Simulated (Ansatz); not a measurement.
Start from Nb3Sn in the A15 (Cr3Si type) structure (space group Pm-3n, No. 223; a = 5.319 Å).

(Cell as relaxed with PBE.)

Levels (all Ansatz, a program for electronic structure, PAW): PBE (420 eV, scalar-relativistic without spin-orbit coupling); PBEsol (420 eV, no SOC).

Each level relaxes its own structure.

```json
[
 {"base": "volume per atom", "PBE": "18.81 Å³", "PBEsol": "18.18 Å³"},
 {"base": "lattice parameter a", "PBE": "5.319 Å", "PBEsol": "5.259 Å"},
 {"base": "band gap", "PBE": "zero", "PBEsol": "zero"}
]
```

One thing is altered: hydrostatic tension (pressure −2 GPa).

```csv
quantity,PBE,PBEsol
volume per atom,19.05 Å³,?
band gap,zero,?
```

Problem. What does PBEsol give?

Solution. 
- volume per atom, PBEsol: 18.39 Å³
- band gap, PBEsol: zero

PBE's volume per atom lies 0.66 Å³ above PBEsol's (3.6 %); the two agree on the band gap. Neither level is exact; PBEsol is the comparison here, not a measurement.

Load acts through the strain it causes; cell and atoms are relaxed under it. Stability against distortions was not tested. The final runs are not spin-polarised.
